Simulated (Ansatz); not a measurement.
## SrVO3 in the cubic perovskite structure (space group Pm-3m, No. 221; ferromagnetic)

```xyz
5
Lattice="3.8407 0.0000 0.0000 0.0000 3.8407 0.0000 0.0000 0.0000 3.8407" Properties=species:S:1:pos:R:3 pbc="T T T"
Sr     0.0000     0.0000     0.0000
V      1.9203     1.9203     1.9203
O      0.0000     1.9203     1.9203
O      1.9203     1.9203     0.0000
O      1.9203     0.0000     1.9203
```

All numbers come from plane-wave PAW DFT at the r2SCAN level (Ansatz, a first-principles code, 500 eV), without spin-orbit coupling. Settings: 12×12×12 k-points, 0.05 eV Fermi–Dirac smearing.

```json
{
 "volume_per_atom": "11.33 Å³",
 "density": "5.47 g/cm³",
 "band_gap": "zero",
 "magnetic_state": "ferromagnetic",
 "total_energy": "-1637.065 eV/atom (σ→0; compares only within this code and set-up)"
}
```

The magnetic state is the one reached from the starting moments; the real material's order can differ, and small cells can't hold many antiferromagnetic ones. Whether these cells are dynamically stable was not tested. No Hubbard U is applied, and correlation can decide whether such a compound is a metal.
